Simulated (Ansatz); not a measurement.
The parent structure is WS$_{2}$ (space group P6_3/mmc, No. 194; a = 3.154 Å, c = 12.141 Å; layered, stacked along the Cartesian z axis).

Computed with plane-wave PAW DFT at the PBE-D3(BJ) level (Ansatz, a quantum-chemistry and plane-wave program, 420 eV), no SOC.

Carriers are added at fixed cell with a uniform background; the Fermi–Dirac width is that of 300 K.

One change was made to it. Results:

The gap between the host's bands increases by 0.04 eV, from 0.88 eV to 0.92 eV; the gap character remains indirect, Γ → K–Γ (47 % along); the Fermi level relative to the doped band's edge (positive inside the band; to 0.05 eV) amounts to +0.80 eV.

Question: Which change produced these results?
(A) electrons 3.0×10^21 cm⁻³
(B) electrons 2.0×10^21 cm⁻³
(C) holes 3.0×10^21 cm⁻³

Answer: C, holes 3.0×10^21 cm⁻³. For comparison, the Fermi level from band edge in the other runs: electrons 2.0×10^21 cm⁻³ gives +0.30 eV; electrons 3.0×10^21 cm⁻³ gives +0.40 eV.

Charged cell with a jellium background: band edges are those of the host's band count, energies are not comparable with the neutral cell, and many-body gap narrowing is missing. Spin-orbit coupling, missing from the scalar runs, can matter with W. No phonon test of stability was made.
